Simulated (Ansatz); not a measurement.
Consider Os in the hcp (Mg type) structure (space group P6_3/mmc, No. 194).

```yaml
crystal:
  lattice:
    - [2.72941, 0.00000, 0.00000]
    - [-1.36471, 2.36374, 0.00000]
    - [0.00000, 0.00000, 4.30640]
  atoms:
    - { symbol: Os, position: [0.33333, 0.66667, 0.75000] }
    - { symbol: Os, position: [0.66667, 0.33333, 0.25000] }
```

Levels (all Ansatz, a first-principles code, PAW): PBEsol (420 eV, spin-orbit coupling left out); r2SCAN (500 eV, no spin-orbit coupling).

The geometry is relaxed with PBEsol.

```
Quantity           Value
---------------  -------
PBEsol pressure  0.0 GPa
```

With r2SCAN at the same geometry, the pressure goes from zero to 3.8 GPa.

Single points use the geometry relaxed with PBEsol. Their cutoffs differ, which shifts pressures a little. Whether these cells are dynamically stable was not tested. All final runs are without spin polarisation.
